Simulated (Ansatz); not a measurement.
NbAg (model structure, Pmma, No. 51, 4 atoms in the cell) was calculated with LDA (Ansatz, an electronic-structure program, PAW).

Numerical settings: plane-wave cutoff 520 eV, 12×18×12 k mesh (along the axes of the cell as run), Fermi–Dirac smearing 0.05 eV, no spin polarisation, scalar-relativistic PAW data made under PBE.

Cell (relaxed at this level):

```cif
data_Ag2Nb2
_chemical_formula_sum 'Ag2 Nb2'
_space_group_name_H-M_alt 'Pmma'
_space_group_IT_number 51
_space_group_name_Hall '-P 2a 2a'
_cell_length_a 4.67408
_cell_length_b 2.71153
_cell_length_c 5.19042
_cell_angle_alpha 90.000
_cell_angle_beta 90.000
_cell_angle_gamma 90.000
loop_
_space_group_symop_operation_xyz
  'x, y, z'
  '-x, -y, -z'
  '-x+1/2, -y, z'
  'x+1/2, y, -z'
  'x+1/2, -y, -z'
  '-x+1/2, y, z'
  '-x, y, -z'
  'x, -y, z'
loop_
_atom_site_label
_atom_site_type_symbol
_atom_site_symmetry_multiplicity
_atom_site_Wyckoff_symbol
_atom_site_fract_x
_atom_site_fract_y
_atom_site_fract_z
_atom_site_occupancy
Ag1 Ag 2 e 0.75000 0.00000 0.14660 1
Nb1 Nb 2 f 0.25000 0.50000 0.34962 1
```

Question: Predict the bulk modulus B0.

Answer: 
- bulk modulus B0: 180 GPa

Note: the run has no spin polarisation, so it can have missed a magnetic state; the bulk modulus is −V dP/dV from two relaxed cells at ±2 % in volume; the relaxation could raise the start's symmetry but not lower it, so the cell can be a saddle point.

Computed values are for the static lattice.

A model structure was made by putting elements into a prototype or built by hand; it is no filed structure, need not be a known phase, and can be a saddle point held by its symmetry.
